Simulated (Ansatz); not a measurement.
Data:

```
CELL_PARAMETERS angstrom
     -2.24955     2.24955     7.63312
      2.24955    -2.24955     7.63312
      2.24955     2.24955    -7.63312
ATOMIC_POSITIONS crystal
  Ca 0.67117 0.67117 0.00000
  Ca 0.32883 0.32883 0.00000
  Ca 0.00000 0.50000 0.50000
  Ca 0.50000 0.00000 0.50000
  As 0.86295 0.86295 0.00000
  As 0.13705 0.13705 0.00000
  O  0.50000 0.50000 0.00000
```

No spin polarisation.

A single point on Ca4As2O, its geometry relaxed with PBEsol.

Calculations: Ansatz (an electronic-structure program) r2SCAN, spin-orbit coupling left out. Settings: 10×10×10 k-points, 0.05 eV Fermi–Dirac smearing.

Predict the smallest direct gap.

1.79 eV.

Estimate the gap character.

Indirect, Γ → M.

Single points use the geometry relaxed with PBEsol. Stability against distortions was not tested. The cell is Ca₄As₂O (space group I4/mmm, No. 139; a cell from a computed database, its experimental status unchecked).
